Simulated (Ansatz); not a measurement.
**Ru(S,Se)2: Ru₄S₇Se**

A 24-atom cell of Ru(S,Se)2 started in the pyrite structure, site fractions S 0.875, Se 0.125, short-range order -0.14 among the nearest mixed sites of the first mixed sublattice (0 is random, a negative value favours unlike neighbours), space group P1 at the end.

The numbers are results of r2SCAN (plane waves to 500 eV, PAW; Ansatz, a first-principles code), not measurements. No spin–orbit coupling; the runs are not spin-polarised. Its k-point mesh 4×4×4, Fermi–Dirac width 0.01 eV.

```
Quantity                                                                                         Result
---------------------------------------------------------  --------------------------------------------
volume per atom                                                                                15.25 Å³
Ru–S bonds (within 1.22 times the sum of covalent radii)   2.370 Å on average, from 2.329 to 2.393 (42)
Ru–Se bonds (within 1.22 times the sum of covalent radii)   2.422 Å on average, from 2.416 to 2.430 (6)
```

```xyz
24
Lattice="5.6609 0.0001 5.6602 -0.0165 5.6768 5.6768 -5.6945 -0.0006 5.6938" Properties=species:S:1:pos:R:3 pbc="T T T"
Ru    -0.0117     2.8304     2.8361
Ru     0.0217     2.8278     8.5094
Ru    -2.8518     2.8798     5.6896
Ru     2.8181     2.8257     5.7167
Ru     2.8325    -0.0079     2.8290
Ru    -2.8473     0.0340     2.7931
Ru    -0.0461    -0.0107     0.0075
Ru    -0.0136    -0.0084     5.6775
S      2.1735     0.6456     5.0268
Se    -3.5054     0.6478     5.0363
S      3.4226     5.0596    11.9667
S     -2.2009     4.9998    12.0451
S      0.6016     5.0394    13.5458
S      0.6147     5.0312     7.8742
S     -0.6653     0.6314     9.1486
S     -0.6451     0.6402     3.4655
S     -0.6495     2.2027     6.3171
S     -0.6833     2.1903    12.0020
S      0.6103     3.4658     5.0530
S      0.6172     3.4833    10.7158
Se    -2.2155     3.4839     9.1669
S      3.4633     3.4897     9.1581
S     -3.5337     2.1697     7.8517
S      2.1923     2.2123     7.8751
```
